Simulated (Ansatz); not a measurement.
Base system: PbSe in the rock salt structure (space group Fm-3m, No. 225; a = 6.1016 Å).

Method: PBEsol, PAW, 420 eV (Ansatz, a first-principles code; no SOC).

One change was made to it. Results:

The valley order (the lowest conduction-band minima on the path, energy above the VBM, named in the base's zone) becomes L along ⟨111⟩ 0.04 eV; a point along ⟨110⟩, about 0.6 Å⁻¹ from Γ 0.94 eV (base: L along ⟨111⟩ 0.17 eV; a point along ⟨110⟩, about 0.6 Å⁻¹ from Γ 1.03 eV); the shortest interatomic distance falls by 0.037 Å to 3.014 Å.

Question: Which change produced these results?
A) pressure −1 GPa
B) pressure 2.1 GPa
C) pressure 0.9 GPa
D) pressure −2 GPa

Answer: B, pressure 2.1 GPa. For comparison, the valley order in the other runs: pressure 0.9 GPa gives L along ⟨111⟩ 0.11 eV; a point along ⟨110⟩, about 0.6 Å⁻¹ from Γ 0.99 eV; pressure −1 GPa gives L along ⟨111⟩ 0.23 eV; a point along ⟨110⟩, about 0.6 Å⁻¹ from Γ 1.08 eV; pressure −2 GPa gives L along ⟨111⟩ 0.30 eV; a point along ⟨110⟩, about 0.6 Å⁻¹ from Γ 1.12 eV.

Spin-orbit coupling, missing from the scalar runs, can matter with Pb. The levels and masses belong to the bands next to the band gap. Load acts through the strain it causes; cell and atoms are relaxed under it. Stability against distortions was not tested. The final runs are not spin-polarised.
